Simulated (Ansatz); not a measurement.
# Na: isotropic strain +1.50 %

The parent structure is Na in the bcc (W type) structure (space group Im-3m, No. 229; a = 4.199 Å; relaxed with 0.1 eV smearing).

Modification: the cell is scaled by 1.0150 in all directions, atoms relaxed at fixed cell.

The values are results of PBE, PAW, 420 eV (Ansatz, a program for electronic structure; no SOC), not measurements. k-mesh 22×22×22 (Γ-centred); smearing 0.1 eV (Fermi–Dirac).

| quantity | base | changed | shift |
|---|---|---|---|
| space group | Im-3m (No. 229) | Im-3m (No. 229) | – |
| shortest interatomic distance | 3.637 Å | 3.691 Å | +0.0545 Å |
| energy relative to the base (free energy F) | 0 meV/atom | +1.7 meV/atom | +1.7 meV/atom |
| pressure | 0.0 GPa | -0.3 GPa | -0.3 GPa |
| band gap | zero | zero | – |

Whether these cells are dynamically stable was not tested.
